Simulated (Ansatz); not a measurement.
The reference is C in the diamond structure (space group Fd-3m, No. 227; a = 3.5603 Å). Axes: x, y, z lie along the cube axes.

Method: DFT with r2SCAN, PAW potentials and a 500 eV plane-wave cutoff in Ansatz (a quantum-chemistry and plane-wave program), no spin-orbit coupling.

Strains are applied to the cell and any free atomic positions relax; under biaxial strain the out-of-plane vector relaxes too.

One change was made to it. Results:

The smallest direct gap shrinks by 0.33 eV, from 5.90 eV to 5.57 eV; the energy goes up by 19 meV/atom; the pressure (mean of the normal stresses, compression positive) decreases by 16.20 GPa (0.01 GPa → -16.19 GPa); the band gap falls by 0.11 eV, from 4.36 eV to 4.25 eV.

Question: Name the change that was made.
A) biaxial strain +1.25 %, plane normal [111], relaxed out of plane
B) biaxial strain +1.67 %, plane normal [111], relaxed out of plane
C) biaxial strain +2.08 %, plane normal [111], relaxed out of plane

Answer: C, biaxial strain +2.08 %, plane normal [111], relaxed out of plane. For comparison, the energy relative to the base in the other runs: biaxial strain +1.67 %, plane normal [111], relaxed out of plane gives +12 meV/atom; biaxial strain +1.25 %, plane normal [111], relaxed out of plane gives +6.9 meV/atom.

Stability against distortions was not tested.
